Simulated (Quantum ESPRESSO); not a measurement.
A self-consistent single point of CdHClO (P6_3mc, 8 atoms in the cell) with Quantum ESPRESSO.

Computed with PBEsol, GBRV 1.5 ultrasoft (PBESOL) pseudopotentials (plane waves; Quantum ESPRESSO).

The change in words: lattice scaled by 0.98. Reference geometry:
```
CdHClO
1.0
    3.70730     0.00000     0.00000
   -1.85365     3.21062     0.00000
    0.00000     0.00000    10.34244
Cd H Cl O
2 2 2 2
Direct
  0.66667   0.33333   0.49219
  0.33333   0.66667   0.99219
  0.00000   0.00000   0.31842
  0.00000   0.00000   0.81842
  0.66667   0.33333   0.15574
  0.33333   0.66667   0.65574
  0.00000   0.00000   0.41324
  0.00000   0.00000   0.91324
```

Reference input (self-consistent single point, DFT, PBEsol, plane waves, GBRV 1.5 ultrasoft (PBESOL) pseudopotentials): ecutwfc = 40 Ry; ecutrho = 200 Ry; occupations = fixed; K_POINTS = automatic 7 7 3 0 0 0; nbnd = 30; conv_thr = 1e-10 Ry. This run's input differs from it in these lines:

```diff
@@ -38,5 +38,5 @@
 CELL_PARAMETERS {bohr}
-   7.0057837201     0.0000000000     0.0000000000
-  -3.5028918601     6.0671866751     0.0000000000
-   0.0000000000     0.0000000000    19.5443696117
+   6.8656684356     0.0000000000     0.0000000000
+  -3.4328342178     5.9458432792     0.0000000000
+   0.0000000000     0.0000000000    19.1534816526
```

The program printed (abridged):

```
     Self-consistent Calculation

     iteration #  1     ecut=    40.00 Ry     beta= 0.70

---- Real-time Memory Report at c_bands before calling an iterative solver
           166 MiB given to the printing process from OS
            63 MiB allocation reported by mallinfo(arena+hblkhd)
------------------

     negative rho (up, down):  7.306E-02 0.000E+00

     total energy              =    -362.20783031 Ry
     estimated scf accuracy    <       0.55246501 Ry

     iteration #  2     ecut=    40.00 Ry     beta= 0.70

---- Real-time Memory Report at c_bands before calling an iterative solver
   [... lines left out ...]
           211 MiB given to the printing process from OS
            82 MiB allocation reported by mallinfo(arena+hblkhd)
------------------

     negative rho (up, down):  7.275E-02 0.000E+00

     total energy              =    -362.48358413 Ry
     estimated scf accuracy    <          6.2E-09 Ry

     iteration # 11     ecut=    40.00 Ry     beta= 0.70

---- Real-time Memory Report at c_bands before calling an iterative solver
           212 MiB given to the printing process from OS
            82 MiB allocation reported by mallinfo(arena+hblkhd)
------------------

     negative rho (up, down):  7.275E-02 0.000E+00
     End of self-consistent calculation

     highest occupied, lowest unoccupied level (ev):     4.5657    7.0618

!    total energy              =    -362.48358413 Ry
     estimated scf accuracy    <          4.7E-11 Ry

     convergence has been achieved in  11 iterations

     negative rho (up, down):  7.275E-02 0.000E+00

     Forces acting on atoms (cartesian axes, Ry/au):

     atom    1 type  1   force =     0.00000000    0.00000000    0.00010860
     atom    2 type  1   force =     0.00000000    0.00000000    0.00010860
     atom    3 type  2   force =    -0.00000000   -0.00000000   -0.06180296
     atom    4 type  2   force =     0.00000000    0.00000000   -0.06180296
     atom    5 type  3   force =     0.00000000    0.00000000    0.00778175
     atom    6 type  3   force =     0.00000000   -0.00000000    0.00778175
   [... lines left out ...]
     Total force =     0.116505     Total SCF correction =     0.000024
   [... lines left out ...]

     negative rho (up, down):  7.275E-02 0.000E+00
          total   stress  (Ry/bohr**3)                   (kbar)     P=       33.45
   0.00014757  -0.00000000   0.00000000           21.71       -0.00        0.00
  -0.00000000   0.00014757   0.00000000           -0.00       21.71        0.00
   0.00000000   0.00000000   0.00038709            0.00        0.00       56.94

   JOB DONE.
```

The run converged in 11 iterations. Against the reference run the free energy rises by 4.9 meV/atom, the pressure goes from -1.72 to 3.35 GPa, the largest force goes from 0.663 to 1.589 eV/Å and the gap on the mesh goes from 2.340 to 2.496 eV.

The starting cell comes from a database of computed structures (which also holds hypothetical and non-ambient phases and stackings), without a prior relaxation at this level. Its lattice was rescaled by a random factor within 2.5 % of one. For this run, on top of that: lattice scaled by 0.98. With a pressure of about 3 GPa the cell is away from its equilibrium volume at this level. Forces in this geometry exceed 1 eV/Å.
